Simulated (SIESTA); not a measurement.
## SIESTA run on a sheet of PtSe2 (3 atoms in the cell): self-consistent single point

Computed with GGA PBE, numerical atomic orbitals DZP, PseudoDojo PBE standard norm-conserving potentials (rewritten from UPF to PSML) in SIESTA 5.4.2.

Input as run:

```
# files in the folder: Pt.psml Se.psml (PseudoDojo PBE standard)
SystemName  PtSe2
SystemLabel PtSe2

NumberOfAtoms                3
NumberOfSpecies              2
%block ChemicalSpeciesLabel
  1 78 Pt
  2 34 Se
%endblock ChemicalSpeciesLabel
LatticeConstant              1.0 Ang
%block LatticeVectors
     3.619256000    0.000000000    0.000000000
    -1.809628000    3.134368000    0.000000000
     0.000000000    0.000000000   16.982038000
%endblock LatticeVectors
AtomicCoordinatesFormat      Ang
%block AtomicCoordinatesAndAtomicSpecies
     0.000000000    0.000000000    8.491019000  1
    -0.000001810    2.089579711    9.982041936  2
     1.809629810    1.044788289    6.999996064  2
%endblock AtomicCoordinatesAndAtomicSpecies

XC.functional                GGA
XC.authors                   PBE
PAO.BasisSize                DZP
PAO.EnergyShift              0.01 Ry
MeshCutoff                   300 Ry
%block kgrid.MonkhorstPack
    9   0   0  0.0
    0   9   0  0.0
    0   0   1  0.0
%endblock kgrid.MonkhorstPack
OccupationFunction           MP
OccupationMPOrder            0
ElectronicTemperature        0.136 eV

MaxSCFIterations             150
SCF.Mixer.Method             Pulay
SCF.Mixer.Weight             0.2
SCF.Mixer.History            8
SCF.DM.Tolerance             1.0E-04
Diag.ParallelOverK           true
WriteForces                  true
Charge.Mulliken              end
```

Log, with long lists cut:

```
reinit: Reading from file input.fdf

reinit: System Name: PtSe2
reinit: System Label: PtSe2

coor:   Atomic-coordinates input format  =     Cartesian coordinates
coor:                                          (in Angstroms)

siesta: Atomic coordinates (Bohr) and species
siesta:      0.00000   0.00000  16.04570  1        1
siesta:     -0.00000   3.94873  18.86333  2        2
siesta:      3.41970   1.97436  13.22808  2        3

siesta: System type = slab

initatomlists: Number of atoms, orbitals, and projectors:      3    55    68

siesta: ******************** Simulation parameters ****************************
redata: Spin configuration                          = none
redata: Time-Reversal Symmetry                      = T
redata: Number of Atomic Species                    =        2
redata: Mesh Cutoff                                 =   300.0000 Ry
redata: Net charge of the system                    =     0.0000 |e|
redata: Min. number of SCF Iter                     =        0
redata: Max. number of SCF Iter                     =      150
redata: SCF convergence failure will abort job
redata: SCF mix quantity                            = Hamiltonian
redata: Mix DM or H after convergence               =   F
redata: Recompute H after scf cycle                 =   F
redata: Mix DM in first SCF step                    =   T
redata: No kicks to SCF
redata: DM Mixing Weight for Kicks                  =     0.5000
redata: Require Harris convergence for SCF          =   F
redata: Harris energy tolerance for SCF             =     0.000100 eV
redata: Require DM convergence for SCF              =   T
redata: DM tolerance for SCF                        =     0.000100
redata: Require EDM convergence for SCF             =   F
redata: EDM tolerance for SCF                       =     0.001000 eV
redata: Require H convergence for SCF               =   T
redata: Hamiltonian tolerance for SCF               =     0.001000 eV
   [... lines left out ...]
diag: Used triangular part                          = Lower
diag: Absolute tolerance                            =  0.100E-15
diag: Orthogonalization factor                      =  0.100E-05
diag: Memory factor                                 =  1.0000

superc: Internal auxiliary supercell:     5 x     5 x     1  =      25
superc: Number of atoms, orbitals, and projectors:     75   1375   1700

                        Single-point calculation

superc: Internal auxiliary supercell:     5 x     5 x     1  =      25
superc: Number of atoms, orbitals, and projectors:     75   1375   1700

outcell: Unit cell vectors (Ang):
        3.619256    0.000000    0.000000
       -1.809628    3.134368    0.000000
        0.000000    0.000000   16.982038

outcell: Cell vector modules (Ang)   :    3.619256    3.619256   16.982038
outcell: Cell angles (23,13,12) (deg):     90.0000     90.0000    120.0000
outcell: Cell volume (Ang**3)        :    192.6456
new_DM -- step:     1
Initializing Density Matrix...

Attempting to read DM from file... Failed...
DM filled with atomic data:

InitMesh: MESH = 36 x 36 x 180 = 233280
InitMesh: Mesh cutoff (required, used) =   300.000   310.504 Ry

stepf: Methfessel-Paxton step function
       Using Hermite-Gauss polynomials of order  0
        iscf     Eharris(eV)        E_KS(eV)     FreeEng(eV)     dDmax    Ef(eV) dHmax(eV)
   scf:    1   -10084.127444   -10127.223965   -10127.223965  0.693650 -1.219962 33.872111
   scf:    2   -10149.919189   -10147.556790   -10147.556790  0.453957 -3.872602  1.724067
   scf:    3   -10147.854001   -10147.729033   -10147.729033  0.048435 -3.794868  1.020569
   scf:    4   -10147.897263   -10147.832149   -10147.832149  0.098748 -3.820692  0.400680
   scf:    5   -10147.838151   -10147.835754   -10147.835754  0.014761 -3.897830  0.039789
   scf:    6   -10147.835758   -10147.835756   -10147.835756  0.000129 -3.896940  0.038316
   scf:    7   -10147.835813   -10147.835788   -10147.835788  0.003228 -3.873299  0.002617
   scf:    8   -10147.835788   -10147.835788   -10147.835788  0.000276 -3.874286  0.000572
mix: Pulay -- inversion failed, > SVD [rank/size] 4 / 7
   scf:    9   -10147.835788   -10147.835788   -10147.835788  0.000008 -3.874283  0.000052
SCF Convergence by DM+H criterion
max |DM_out - DM_in|         :     0.0000077444
max |H_out - H_in|      (eV) :     0.0000517256
SCF cycle converged after 9 iterations

Using DM_out to compute the final energy and forces

siesta: E_KS(eV) =           -10147.8358

siesta: E_KS - E_eggbox =    -10147.8358

siesta: Atomic forces (eV/Ang):
     1   -0.000000    0.000000   -0.000011
     2   -0.000148    0.000086   -0.615197
     3    0.000148   -0.000086    0.615208
   Tot   -0.000000    0.000000   -0.000000
   Max    0.615208
   Res    0.290009    sqrt( Sum f_i^2 / 3N )
   Max    0.615208    constrained

Stress tensor Voigt[x,y,z,yz,xz,xy] (kbar):       -7.66       -7.40       14.86       -0.00        0.00        0.23
(Free)E + p*V (eV/cell)   -10147.8277
Target enthalpy (eV/cell)   -10147.8358

siesta: Program's energy decomposition (eV):
siesta: Ebs     =     -1790.387664
siesta: Eions   =     11818.878048
siesta: Ena     =       969.102198
siesta: Ekin    =      5293.453451
siesta: Enl     =     -2682.510036
siesta: Eso     =         0.000000
siesta: Edftu   =         0.000000
siesta: DEna    =        53.022569
siesta: DUscf   =         1.975947
siesta: DUext   =         0.000000
siesta: Ex      =     -1857.129669
siesta: Ec      =      -106.872198
siesta: Exc     =     -1964.001868
siesta: Eharris =    -10147.835788
siesta: Etot    =    -10147.835788
siesta: FreeEng =    -10147.835788

siesta: Atomic forces (eV/Ang):
siesta:      1   -0.000000    0.000000   -0.000011
siesta:      2   -0.000148    0.000086   -0.615197
siesta:      3    0.000148   -0.000086    0.615208
siesta: ----------------------------------------
siesta:    Tot   -0.000000    0.000000   -0.000000

siesta: Stress tensor (static) (eV/Ang**3):
siesta:    -0.004781    0.000142    0.000002
siesta:     0.000142   -0.004617   -0.000001
siesta:     0.000002   -0.000001    0.009272

siesta: Cell volume =        192.645601 Ang**3

siesta: Pressure (static):
siesta:                Solid            Molecule  Units
siesta:           0.00000046          0.00003502  Ry/Bohr**3
siesta:           0.00004191          0.00321563  eV/Ang**3
siesta:           0.06715259          5.15200132  kBar

mulliken: Atomic and Orbital Populations:

Species: Pt
Atom  Qatom  Qorb
               5s      6s      6s      5py     5pz     5px     6py     6pz
               6px     5dxy    5dyz    5dz2    5dxz    5dx2-y2 5dxy    5dyz
               5dz2    5dxz    5dx2-y2
   1 18.445   1.949   1.123  -0.215   1.973   1.970   1.973   0.403   0.414
              0.403   1.683   1.477   1.775   1.477   1.683   0.070   0.045

              0.126   0.045   0.070

Species: Se
Atom  Qatom  Qorb
               4s      4s      4py     4pz     4px     4py     4pz     4px
               3dxy    3dyz    3dz2    3dxz    3dx2-y2 4dxy    4dyz    4dz2
               4dxz    4dx2-y2
   2 15.777   1.643   0.129   1.040   1.374   1.040   0.183  -0.001   0.183
              2.000   2.000   2.000   2.000   2.000   0.043   0.033   0.033

              0.033   0.043
   3 15.777   1.643   0.129   1.040   1.374   1.040   0.183  -0.001   0.183
              2.000   2.000   2.000   2.000   2.000   0.043   0.033   0.033

              0.033   0.043

mulliken: Qtot =       50.000

Mulliken Atomic Populations:
Atom #   charge [q] valence [e]  Species
     1    -0.445035   18.445035  Pt
     2     0.222517   15.777483  Se
     3     0.222518   15.777482  Se
 Total     0.000000

siesta: Electric dipole (a.u.)  =   -0.000000   -0.000000   -0.000003
siesta: Electric dipole (Debye) =   -0.000000   -0.000000   -0.000008
```

The run converged in 9 iterations.

The starting cell was generated: these elements placed on a structure prototype, without a prior relaxation; it need not be a known phase or ordering of this composition. Its lattice was rescaled in the plane by a random factor within 2.5 % of one. Values carry the incompleteness of an atom-centred basis.
